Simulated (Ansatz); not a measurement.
**MoSi2: isotropic strain −0.81 %**

Take MoSi$_{2}$ (space group I4/mmm, No. 139; a = 3.2022 Å, c = 7.8195 Å) as the base.

Modification: an isotropic linear strain of −0.81 %; the atoms relax in the strained cell.

Level of theory: r2SCAN/PAW in Ansatz (a quantum-chemistry and plane-wave program), no SOC, earlier PAW set. Settings: 14×14×14 k-points, 0.05 eV Fermi–Dirac smearing.

The volume per atom decreases by 0.32 Å³ to 13.04 Å³ and the space group stays I4/mmm (No. 139). The energy goes up by 5.6 meV/atom and the band gap stays zero.

A case with no gap was solved on a k-mesh chosen for an insulator, which is coarse for it. Stability against distortions was not tested. All final runs are without spin polarisation.
